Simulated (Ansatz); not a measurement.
**Pressure series in TiZnO3**

Take TiZnO3 (space group R3c, No. 161; a = 5.0710 Å, c = 13.7165 Å (hexagonal axes); a cell from a computed database, its experimental status unchecked) as the base.

Cell and atoms are relaxed at each pressure.

The values are results of PBEsol (Ansatz, a program for electronic structure), no spin-orbit coupling, not measurements.

```
P (GPa)  V (Å³/atom)
-------  -----------
-2.00         10.294
-1.00         10.237
0.29          10.167
0.69          10.145
1.49          10.103
3.00          10.028
4.98           9.934
7.48           9.822
10.00          9.717
```

Question: Fit a third-order Birch–Murnaghan equation of state.

Answer: Least squares on P(V) = (3B₀/2)[(V₀/V)^(7/3) − (V₀/V)^(5/3)]·[1 + (3/4)(B₀′ − 4)((V₀/V)^(2/3) − 1)] gives V₀ = 10.18 Å³/atom, B₀ = 189 GPa and B₀′ = 5.3.

Load acts through the strain it causes; cell and atoms are relaxed under it. No phonon test of stability was made. Competing high-pressure phases were not computed. All final runs are without spin polarisation.
